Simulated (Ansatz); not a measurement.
## A computed series for AlP: element substitutions

The parent structure is AlP in the zinc blende structure (space group F-43m, No. 216; a = 5.4704 Å).

Each row replaces one element on all its sites; cell and atoms are relaxed.

Calculations: PBEsol in Ansatz (plane waves to 420 eV, PAW, no spin-orbit coupling).

Q: Only one of these has a direct gap. Which?
A. Al → Lu
B. P → As
C. Al → B

A: A, Al → Lu. Computed: P → As: indirect, Γ → X; Al → Lu: direct at X; Al → B: indirect, Γ → Γ–X (83 % along)

Stability against distortions was not tested. As relaxed here, LuP is a hypothetical phase, not in the database extracts checked.

Ansatz is a quantum-chemistry and plane-wave program.
